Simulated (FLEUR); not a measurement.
Input and output of a self-consistent single point for MgB₂ (P6/mmm, 3 atoms in the cell) (FLEUR).

Computed with PBE, all-electron FLAPW (FLEUR), scalar-relativistic valence.

The change in words: lattice scaled by 0.98. Reference geometry:
```yaml
crystal:
  lattice:
    - [2.99722, 0.00000, 0.00000]
    - [-1.49861, 2.59567, 0.00000]
    - [0.00000, 0.00000, 3.44552]
  atoms:
    - { symbol: Mg, position: [0.00000, 0.00000, 0.00000] }
    - { symbol: B, position: [0.66667, 0.33333, 0.50000] }
    - { symbol: B, position: [0.33333, 0.66667, 0.50000] }
```

Reference input (self-consistent single point, DFT, PBE, all-electron FLAPW (FLEUR), scalar-relativistic valence): Kmax = 4 1/bohr; GmaxXC = 12 1/bohr; xcFunctional = pbe; jspins = 1; l_soc = F; mode = hist; fermiSmearingEnergy = 0.00367493 Htr; mesh (inpgen div1-3) = 13 13 10; inpgen gamma flag = true; Gmax = 12 1/bohr; numbands = 0; maxIterBroyd = 25. This run's input differs from it in these lines:

```diff
@@ -3,5 +3,5 @@
 &input film=f /
-2.9972169638 -0.0000002416 0.0000000000
--1.4986082727 2.5956661521 0.0000000000
-0.0000000000 0.0000000000 3.4455230000
+2.9372729793 -0.0000002452 0.0000000000
+-1.4686362773 2.5437531405 0.0000000000
+0.0000000000 0.0000000000 3.3766130000
 1.8897261246
@@ -44,5 +44,5 @@
          <bravaisMatrix>
-            <row-1>    5.6639191975871528    -0.0000004565578317     0.0000000000000000</row-1>
-            <row-2>   -2.8319592034628709     4.9050981383633276     0.0000000000000000</row-2>
-            <row-3>    0.0000000000000000     0.0000000000000000     6.5110948260101660</row-3>
+            <row-1>    5.5506414840648848    -0.0000004633608458     0.0000000000000000</row-1>
+            <row-2>   -2.7753203407490994     4.8069967641361435     0.0000000000000000</row-2>
+            <row-3>    0.0000000000000000     0.0000000000000000     6.3808737987639788</row-3>
          </bravaisMatrix>
```

The program printed (abridged):

```
 Iteration:     1   Distance:      19.21659605 me/bohr^3
 Iteration:     2   Distance:      17.74904609 me/bohr^3
 Iteration:     3   Distance:       5.86581309 me/bohr^3
 Iteration:     4   Distance:       5.27305693 me/bohr^3
 Iteration:     5   Distance:       1.08969808 me/bohr^3
   [... 5 lines left out ...]
 Iteration:    11   Distance:       0.00158006 me/bohr^3
 Iteration:    12   Distance:       0.00017099 me/bohr^3
 Iteration:    13   Distance:       0.00008316 me/bohr^3
 Iteration:    14   Distance:       0.00000316 me/bohr^3
 Run finished successfully
 Stop message:
   Structural relaxation: Done

[file out, last iteration]
             iter=     15
[...]
          total density-effective poten   -3.7707112504E+02
          total charge density-energy d   -2.4770806391E+01
 Updated energy parameters for spin:           1
[...]
 fermi energy and band-weighting factors:

[...]
FERMIE:
          first approx. to ef    (T=0)  :   0.320157 htr   (energy of the highest occ. eigenvalue)
          number of occ. states  (T=0)  :        993
          first approx. to seigv (T=0)  : -11.089155 htr
          sum of weights of occ. states :   8.002367
          sum of semicore charge        :   0.000000 e
FERHIS:  Fermi-Energy by histogram:
          bandgap                     :   0.000184 htr
   [... lines left out ...]
          charge neutrality (T=0)     :   0.004734    (zero if the highest occ. eigenvalue is "entirely" occupied)
     EF_NEWTON:  Adjust Fermi-Energy by Newton-Method.
 Direct bandgap for spin            1 :    1.0173300016603659E-002  Htr
 ---->    free energy=                      -250.0371839468 htr
   [... lines left out ...]
      extrapolation for T->0
 ---->    total electron energy=            -250.0368135858 htr
 ***** TOTAL FORCES ON ATOMS *****
 TOTAL FORCE FOR ATOM TYPE=  1  X=  0.000   Y=  0.000   Z=  0.000
                       FX_TOT= 0.000000 FY_TOT= 0.000000 FZ_TOT= 0.000000
 TOTAL FORCE FOR ATOM TYPE=  2  X= -2.775   Y=  1.602   Z=  3.190
                       FX_TOT= 0.000000 FY_TOT= 0.000000 FZ_TOT= 0.000000
 Structural relaxation: Done
```

The run converged in 14 iterations. FLEUR gives forces in its relaxation mode, with a further iteration, so its stop message speaks of a relaxation. Against the reference run the free energy goes up by 63.8 meV/atom.

The starting cell comes from a database of computed structures (which also holds hypothetical and non-ambient phases and stackings), without a prior relaxation at this level. Its lattice was rescaled by a random factor within 2.5 % of one. For this run, on top of that: lattice scaled by 0.98. Values depend on the basis (sphere radii, cutoffs, local orbitals), which need not be converged. The log's line on a gap gives a spacing of levels on this mesh, which the program prints for metals too.

Cost on one core of a shared machine: roughly 50 s.
